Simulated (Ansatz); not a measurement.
Pressure series in Nb

The reference is Nb in the bcc (W type) structure (space group Im-3m, No. 229; a = 3.310 Å).

Cell and atoms are relaxed at each pressure.

Calculations: plane-wave PAW DFT at the PBE level (Ansatz, a first-principles code, 420 eV), no SOC, earlier PAW set.

Two rows of this table had their results exchanged by mistake.

```csv
pressure,volume per atom (Å³),shortest distance (Å),band gap
pressure −2 GPa,18.35,2.878,zero
pressure −1 GPa,18.24,2.872,zero
pressure 3 GPa,17.82,2.850,zero
pressure 7 GPa,17.44,2.830,zero
pressure 15 GPa,13.82,2.618,zero
pressure 30 GPa,15.82,2.739,zero
pressure 50 GPa,14.81,2.680,zero
pressure 75 GPa,16.79,2.794,zero
pressure 100 GPa,13.05,2.569,zero
```

Problem. Which two?

Solution. The rows for pressure 15 GPa and pressure 75 GPa: the volume has to fall steadily with pressure, so 16.79 Å³ belongs to pressure 15 GPa and 13.82 Å³ to pressure 75 GPa.

Load acts through the strain it causes; cell and atoms are relaxed under it. No phonon test of stability was made. Competing high-pressure phases were not computed. The final runs are not spin-polarised.
